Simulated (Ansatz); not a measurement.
Pressure series in GaAs

The reference is GaAs in the zinc blende structure (space group F-43m, No. 216; a = 5.7461 Å).

Cell and atoms are relaxed at each pressure.

Calculations: PBE/PAW in Ansatz (a program for electronic structure), spin-orbit coupling left out, earlier PAW set.

Before the change:

```
Item        Value
--------  -------
Band gap  0.16 eV
```

Question: The aim is a band gap between 0.53 eV and 0.61 eV. Which of these changes reaches it?
(A) pressure 9 GPa
(B) pressure −2 GPa
(C) pressure 30 GPa
(D) pressure 60 GPa

Answer: D, pressure 60 GPa. It gives 0.58 eV; pressure 9 GPa gives 1.02 eV; pressure −2 GPa gives zero; pressure 30 GPa gives 0.97 eV. Changes not listed may reach it too

Load acts through the strain it causes; cell and atoms are relaxed under it. Whether these cells are dynamically stable was not tested. The final runs are not spin-polarised. Measured, GaAs leaves this structure (for a Cmcm phase) near 15 GPa (room temperature; as listed in arXiv:1906.07825). The zero or small gap of GaAs can change with the level of theory.
